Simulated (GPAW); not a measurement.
```
CELL_PARAMETERS angstrom
     -2.69177     2.69177     5.34780
      2.69177    -2.69177     5.34780
      2.69177     2.69177    -5.34780
ATOMIC_POSITIONS crystal
  Ga 0.50000 0.50000 0.00000
  Ga 0.25000 0.75000 0.50000
  Co 0.00000 0.00000 0.00000
  S  0.11366 0.62133 0.98853
  S  0.37867 0.36720 0.49233
  S  0.63280 0.12513 0.01147
  S  0.87487 0.88634 0.50767
```
Moments meant for the start (each program seeds them in its own way; μB, in the order of the atoms Ga Ga Co S S S S): 0.0 0.0 3.0 0.0 0.0 0.0 0.0.

Computed with LDA (Perdew-Wang 92)+U, GPAW PAW datasets LDA (gpaw-data 1.0.1) (plane waves; GPAW 25.7.0).

The set-up and first iterations of a GPAW log for Ga2CoS4 (I-4, 7 atoms in the cell):

```
Input parameters:
  convergence: {bands: -2,
                density: 1e-05,
                energy: 1e-05}
  kpts: [3 3 3]
  maxiter: 120
  mode: {ecut: 800,
         name: pw}
  nbands: -4
  occupations: {name: fermi-dirac,
                width: 0.05}
  setups: {Co: :d,6.0}
  spinpol: True
  symmetry: {symmorphic: False,
             tolerance: 0.0005}

species:
  Ga:
    name: Gallium
    Z: 31.0
    valence: 3
    core: 28
    charge: 0.0
    file: Ga.LDA.gz

    # Using partial waves for Ga as LCAO basis

  Co:
    name: Cobalt
    Z: 27.0
    valence: 9
    core: 18
    charge: 0.0
    Hubbard: {U: 6.0,  # eV
              l: 2,
              scale: True}
    file: Co.LDA.gz

    # Using partial waves for Co as LCAO basis

  S:
    name: Sulfur
    Z: 16.0
    valence: 6
    core: 10
    charge: 0.0
    file: S.LDA.gz

    # Using partial waves for S as LCAO basis

Reference energy: -186752.714683  # eV

Spin-polarized calculation.
   [... lines left out ...]
  old densities: 5
  Damping of long wavelength oscillations: 50

Hamiltonian:
  XC and Coulomb potentials evaluated on a 90*90*90 grid
  External potential:
    NoExternalPotential

Number of atoms: 7
Number of atomic orbitals: 33
Number of bands in calculation: 25
Number of valence electrons: 39
Bands to converge: 23

Density initialized from atomic densities
  25 bands from LCAO basis set

Atomic positions and initial magnetic moments

Positions:
   0 Ga     0.000000    0.000000    5.347799    ( 0.0000,  0.0000,  0.0000)
   1 Ga     2.691771    0.000000    2.673900    ( 0.0000,  0.0000,  0.0000)
   2 Co     0.000000    0.000000    0.000000    ( 0.0000,  0.0000,  3.0000)
   3 S      4.027428    1.294365   -1.355881    ( 0.0000,  0.0000,  0.0000)
   4 S      1.294365    1.356114    1.355881    ( 0.0000,  0.0000,  0.0000)
   5 S     -1.335657    1.397406    3.991918    ( 0.0000,  0.0000,  0.0000)
   6 S      1.397406    1.335657    6.703680    ( 0.0000,  0.0000,  0.0000)

Unit cell:
           periodic     x           y           z      points  spacing
  1. axis:    yes   -2.691771    2.691771    5.347799    45     0.1069
  2. axis:    yes    2.691771   -2.691771    5.347799    45     0.1069
  3. axis:    yes    2.691771    2.691771   -5.347799    45     0.0846

  Lengths:   6.564314   6.564314   6.564314
  Angles:  131.582630 131.582630  70.889021

Effective grid spacing dv^(1/3) = 0.1194
     iter     time        total  log10-change:  magmom
                         energy   eigst   dens
iter:   1 --:--:--   -35.045108   +0.56           +3.0034
iter:   2 --:--:--   -36.002844   -0.35  -1.01    +3.0010
iter:   3 --:--:--   -36.115667   -0.55  -1.02    +3.0001
iter:   4 --:--:--   -36.435286   -0.52  -1.10    +3.0001
iter:   5 --:--:--   -36.337565   -1.27  -1.41    +3.0000
```

### Question
Will this run converge, and how will it end?

### Answer
The run converged in 60 iterations. Convergence of the loop says nothing yet on basis, mesh or lower states. It ends on: free energy E − TS (from the program's reference atoms) -36.6220 eV; top of the valence band (on the code's own zero) 3.07 eV; gap on the k-point mesh 1.85 eV; pressure -5.14 GPa; largest force (vector length) 0.717 eV/Å; size of the cell's spin moment 3.00 μB; site moments (μB, in the program's spheres or projections) Ga 0.01, Ga 0.01, Co 2.58, S 0.03, S 0.03, S 0.03, S 0.03. The log goes on:

```
   [... 7 lines left out ...]
iter:  13 --:--:--   -36.624639   -2.87  -2.65    +3.0000
iter:  14 --:--:--   -36.625983   -2.31  -2.68    +3.0000
   [... lines left out ...]
iter:  49 --:--:--   -36.622017c  -7.24  -4.69    +3.0000
iter:  50 --:--:--   -36.622022c  -7.24  -4.59    +3.0000
iter:  51 --:--:--   -36.622020c  -7.51c -4.81    +3.0000
iter:  52 --:--:--   -36.622024c  -7.00  -4.69    +3.0000
iter:  53 --:--:--   -36.622025c  -7.05  -4.83    +3.0000
iter:  54 --:--:--   -36.622025c  -7.61c -4.86    +3.0000
iter:  55 --:--:--   -36.622022c  -6.89  -4.88    +3.0000
iter:  56 --:--:--   -36.622028c  -7.24  -4.85    +3.0000
iter:  57 --:--:--   -36.622030c  -6.99  -5.02c   +3.0000
iter:  58 --:--:--   -36.622034c  -6.52  -4.92    +3.0000
iter:  59 --:--:--   -36.622037c  -6.69  -4.84    +3.0000
iter:  60 --:--:--   -36.622036c  -7.59c -5.04c   +3.0000
Converged after 60 iterations.

Dipole moment: (2.222812, -2.222812, 0.000002) |e|*Ang

Total magnetic moment: (0.000000, 0.000000, 3.000000)
Local magnetic moments:
   0 Ga ( 0.000000,  0.000000,  0.010410)
   1 Ga ( 0.000000,  0.000000,  0.007722)
   2 Co ( 0.000000,  0.000000,  2.581732)
   3 S  ( 0.000000,  0.000000,  0.027313)
   4 S  ( 0.000000,  0.000000,  0.027313)
   5 S  ( 0.000000,  0.000000,  0.027313)
   6 S  ( 0.000000,  0.000000,  0.027313)

Energy contributions relative to reference atoms: (reference = -186752.714683)

Kinetic:        +61.922953
Potential:      -57.077753
External:        +0.000000
XC:             -41.804271
Entropy (-ST):   -0.000000
Local:           +0.337035
SIC:             +0.000000
--------------------------
Free energy:    -36.622036
Extrapolated:   -36.622036

Spin contamination: 0.017590 electrons
Showing only first 2 kpts
                      Up                     Down
   [... lines left out ...]
Fermi level: 4.01650
Gap: 1.852 eV
   [... lines left out ...]

Forces in eV/Ang:
  0 Ga    0.00000    0.00000    0.00000
  1 Ga    0.00000    0.00000    0.00000
  2 Co    0.00000    0.00000    0.00000
  3 S    -0.17888    0.67381   -0.16626
  4 S     0.67381    0.17888    0.16626
  5 S     0.17888   -0.67381   -0.16626
  6 S    -0.67381   -0.17888    0.16626

Stress tensor:
     0.032041    -0.000000    -0.000000
    -0.000000     0.032041    -0.000000
    -0.000000    -0.000000     0.032135
Stress (GPa, Voigt): [ 5.1335  5.1335  5.1487 -0.     -0.     -0.    ]
```

For comparison: a first run (DFT LDA (Perdew-Wang 92), plane waves, GPAW PAW datasets LDA (gpaw-data 1.0.1)) was changed to give this one (setups: default → {Co: :d,6.0}), and from it to this one the pressure goes from -7.65 to -5.14 GPa, the largest force goes from 0.517 to 0.717 eV/Å, the gap on the mesh goes from 0.256 to 1.852 eV and the size of the net moment stays at 0.43 μB/atom.

The starting cell comes from a database of computed structures (which also holds hypothetical and non-ambient phases and stackings), without a prior relaxation at this level. Its lattice was rescaled by a random factor within 2.5 % of one. With one magnetic atom in the cell only a parallel order is possible. With U or open f shells several self-consistent states can exist. With a pressure of about -5 GPa the cell is away from its equilibrium volume at this level.

The run was DFT LDA (Perdew-Wang 92)+U, plane waves, GPAW PAW datasets LDA (gpaw-data 1.0.1). Main settings of its input:

| key | value |
|---|---|
| spinpol | true |
| mode | pw |
| ecut | 800 eV |
| xc | LDA |
| setups | {Co: :d,6.0} |
| kpts | 3 3 3 |
| mesh shift (steps) | 0 0 0 |
| occupations.name | fermi-dirac |
| occupations.width | 0.05 eV |
| nbands | -4 |
| convergence.density | 1e-05 e/electron |
| convergence.energy | 1e-05 eV/electron |
